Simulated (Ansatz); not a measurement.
The starting structures come from a database of crystals and need not be the phases stable at ambient conditions.

 Where the default PAW files enter, the runs use the earlier of Ansatz's two default sets.

By PBEsol, the system below comes out a metal.

Without scattering a metal conducts by its projected Fermi surface.

Given:

```
CELL_PARAMETERS angstrom
      6.69314     0.00000     0.00000
     -3.34657     5.79643     0.00000
      0.00000     0.00000     3.49794
ATOMIC_POSITIONS crystal
  Ge 0.66667 0.33333 0.00000
  Ge 0.33333 0.66667 0.00000
  Ge 0.00000 0.00000 0.50000
  Pd 0.00000 0.60637 0.50000
  Pd 0.60637 0.00000 0.50000
  Pd 0.39363 0.39363 0.50000
  Pd 0.73340 0.73339 0.00000
  Pd 0.00000 0.26660 0.00000
  Pd 0.26660 0.00000 0.00000
```

Space group of this cell: P-62m. The cell is taken as given; by PBEsol its mean pressure is -4.0 GPa.

The current flows along the normal of the first two printed cell vectors, the (001) plane of the conventional cell. No spin-orbit coupling; the value is a mean over 0.1 eV about the Fermi level.

### Question
Estimate the ballistic conductance per area that PBEsol (Ansatz, a first-principles code) returns for this system.

### Answer
0.52 × 10¹⁵ S/m² for both spins.
